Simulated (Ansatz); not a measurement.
A computed series for Al: response to strain

Base system: Al in the fcc (Cu type) structure (space group Fm-3m, No. 225; a = 3.994 Å; relaxed with 0.1 eV smearing). Axes: x, y, z lie along the cube axes.

Strains are applied to the cell and any free atomic positions relax.

All numbers come from plane-wave PAW DFT at the r2SCAN level (Ansatz, a program for electronic structure, 500 eV), spin-orbit coupling left out.

Notes on the quantities. energy relative to the base: free energy F.

| uniaxial strain ε_zz (%) | energy relative to the base (meV/atom) |
|---|---|
| -3 | 6.6 |
| -2.5 | 4.5 |
| -2 | 2.8 |
| -1.5 | 1.5 |
| -1 | 0.7 |
| -0.5 | ? |
| 0 | 0.0 |

Question: Fit ΔE = Aε² + Bε³ (ε in %) to the rows shown and predict the withheld row.

Answer: Least squares on the printed values gives A = 0.632 and B = -0.034 meV/atom (largest residual 0.0 meV/atom); this predicts 0.2 meV/atom, and the run gives 0.2 meV/atom, in agreement.

No phonon test of stability was made.
